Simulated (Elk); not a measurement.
Band structure of AlNi (Pm-3m, 2 atoms in the cell).

```
CELL_PARAMETERS angstrom
      2.82139     0.00000     0.00000
      0.00000     2.82139     0.00000
      0.00000     0.00000     2.82139
ATOMIC_POSITIONS crystal
  Al 0.50000 0.50000 0.50000
  Ni 0.00000 0.00000 0.00000
```

Method of the run: Elk 10.2.4 with PBE, all-electron FP-LAPW, Elk's shipped species files, APW+lo basis with extra local orbitals.

Settings: xctype = 20; rgkmax = 7.5; stype = 0; swidth = 0.00999582 Ha; ngridk = 9 9 9; gmaxvr = 18 1/bohr; lmaxapw = 10; lmaxo = 8; nxlo = 2; lorbcnd = true; lradstp = 2; nrmtscf = 2; rmtscf = 0.94; lmaxi = 4.

The starting cell comes from a database of computed structures (which also holds hypothetical and non-ambient phases and stackings), without a prior relaxation at this level. Its lattice was rescaled by a random factor within 2.5 % of one. Spin polarisation is off. Values depend on the basis (sphere radii, cutoffs, local orbitals), which need not be converged.

Levels in eV from the Fermi level, bands 9 to 16:
```csv
point,9,10,11,12,13,14,15,16
Γ,-3.58,-1.69,-1.69,-1.69,5.72,5.72,5.72,8.31
X,-3.05,-2.47,-2.47,-1.60,-0.70,8.31,10.28,10.28
M,-3.11,-3.11,-2.29,-2.29,-1.12,1.56,2.77,12.95
R,-4.45,-1.07,-1.07,1.89,1.89,1.89,4.23,4.71
```

Bands cross the Fermi level along this path, so the cell is metallic at this level.
